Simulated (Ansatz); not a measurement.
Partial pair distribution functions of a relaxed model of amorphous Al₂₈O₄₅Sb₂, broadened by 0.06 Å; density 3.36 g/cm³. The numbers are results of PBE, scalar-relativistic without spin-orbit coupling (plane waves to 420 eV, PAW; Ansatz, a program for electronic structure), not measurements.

The cell was made by melting and quenching with the CHGNet potential and then relaxed with DFT. O atoms were pushed apart under 1.9 Å during the dynamics, to hinder bonds among them. The hot cell started wider than the set density and was brought back towards it in steps. It is the lowest in DFT energy of 2 quenches. It is a model cell: composition and starting density were chosen by hand, and all elements were melted together. No dispersion term was used. Its density started from a set value of 3.36 and ended at 3.36 g/cm³. The quench (nominally 340 K/ps over its main leg) was far faster than any real one, so the model tends to hold more defects than a real film. One small periodic cell is one sample of the glass; other quenches scatter about these values. The volume was held where the preparation left it and the shape relaxed, at a PBE pressure of 3.5 GPa. Stress components on the final sampling reach 4.1 GPa. Cycles of charging lowered its energy after that relaxation.

```json
[
 {"r (Å)": "1.50", "g Al-O": "0.00", "g O-Sb": "0.00", "g Al-Al": "0.00", "g O-O": "0.00"},
 {"r (Å)": "1.60", "g Al-O": "0.32", "g O-Sb": "0.00", "g Al-Al": "0.00", "g O-O": "0.00"},
 {"r (Å)": "1.70", "g Al-O": "4.13", "g O-Sb": "0.00", "g Al-Al": "0.00", "g O-O": "0.00"},
 {"r (Å)": "1.80", "g Al-O": "9.03", "g O-Sb": "0.23", "g Al-Al": "0.00", "g O-O": "0.00"},
 {"r (Å)": "1.90", "g Al-O": "4.98", "g O-Sb": "1.62", "g Al-Al": "0.00", "g O-O": "0.00"},
 {"r (Å)": "2.00", "g Al-O": "1.26", "g O-Sb": "3.17", "g Al-Al": "0.00", "g O-O": "0.00"},
 {"r (Å)": "2.10", "g Al-O": "0.43", "g O-Sb": "4.56", "g Al-Al": "0.00", "g O-O": "0.00"},
 {"r (Å)": "2.20", "g Al-O": "0.13", "g O-Sb": "1.15", "g Al-Al": "0.00", "g O-O": "0.00"},
 {"r (Å)": "2.30", "g Al-O": "0.01", "g O-Sb": "0.07", "g Al-Al": "0.00", "g O-O": "0.06"},
 {"r (Å)": "2.40", "g Al-O": "0.00", "g O-Sb": "0.61", "g Al-Al": "0.00", "g O-O": "0.64"},
 {"r (Å)": "2.50", "g Al-O": "0.04", "g O-Sb": "0.57", "g Al-Al": "0.16", "g O-O": "1.38"},
 {"r (Å)": "2.60", "g Al-O": "0.10", "g O-Sb": "0.03", "g Al-Al": "0.81", "g O-O": "1.90"},
 {"r (Å)": "2.70", "g Al-O": "0.23", "g O-Sb": "0.00", "g Al-Al": "1.31", "g O-O": "2.64"},
 {"r (Å)": "2.80", "g Al-O": "0.22", "g O-Sb": "0.14", "g Al-Al": "0.96", "g O-O": "3.23"},
 {"r (Å)": "2.90", "g Al-O": "0.23", "g O-Sb": "1.49", "g Al-Al": "1.70", "g O-O": "2.75"},
 {"r (Å)": "3.00", "g Al-O": "0.31", "g O-Sb": "2.13", "g Al-Al": "2.29", "g O-O": "1.88"},
 {"r (Å)": "3.10", "g Al-O": "0.58", "g O-Sb": "0.90", "g Al-Al": "3.00", "g O-O": "1.64"},
 {"r (Å)": "3.20", "g Al-O": "0.87", "g O-Sb": "0.37", "g Al-Al": "3.31", "g O-O": "1.08"},
 {"r (Å)": "3.30", "g Al-O": "1.04", "g O-Sb": "0.59", "g Al-Al": "2.71", "g O-O": "0.68"},
 {"r (Å)": "3.40", "g Al-O": "1.08", "g O-Sb": "0.84", "g Al-Al": "1.42", "g O-O": "0.54"},
 {"r (Å)": "3.50", "g Al-O": "1.06", "g O-Sb": "0.71", "g Al-Al": "0.66", "g O-O": "0.57"},
 {"r (Å)": "3.60", "g Al-O": "1.41", "g O-Sb": "0.66", "g Al-Al": "0.56", "g O-O": "0.73"},
 {"r (Å)": "3.70", "g Al-O": "1.14", "g O-Sb": "1.12", "g Al-Al": "0.28", "g O-O": "0.67"},
 {"r (Å)": "3.80", "g Al-O": "0.96", "g O-Sb": "0.41", "g Al-Al": "0.36", "g O-O": "0.58"},
 {"r (Å)": "3.90", "g Al-O": "1.16", "g O-Sb": "0.60", "g Al-Al": "0.31", "g O-O": "0.47"},
 {"r (Å)": "4.00", "g Al-O": "1.26", "g O-Sb": "0.36", "g Al-Al": "0.35", "g O-O": "0.64"},
 {"r (Å)": "4.10", "g Al-O": "1.37", "g O-Sb": "1.68", "g Al-Al": "0.64", "g O-O": "0.64"},
 {"r (Å)": "4.20", "g Al-O": "1.37", "g O-Sb": "2.09", "g Al-Al": "0.62", "g O-O": "0.45"},
 {"r (Å)": "4.30", "g Al-O": "1.61", "g O-Sb": "1.17", "g Al-Al": "0.69", "g O-O": "0.58"},
 {"r (Å)": "4.40", "g Al-O": "1.71", "g O-Sb": "1.27", "g Al-Al": "0.88", "g O-O": "0.80"},
 {"r (Å)": "4.50", "g Al-O": "1.44", "g O-Sb": "1.53", "g Al-Al": "0.82", "g O-O": "1.05"},
 {"r (Å)": "4.60", "g Al-O": "1.26", "g O-Sb": "0.82", "g Al-Al": "0.92", "g O-O": "1.00"},
 {"r (Å)": "4.70", "g Al-O": "0.90", "g O-Sb": "0.77", "g Al-Al": "1.18", "g O-O": "1.07"}
]
```

Within 2.28 Å each Al has 4.50 O neighbours on average.
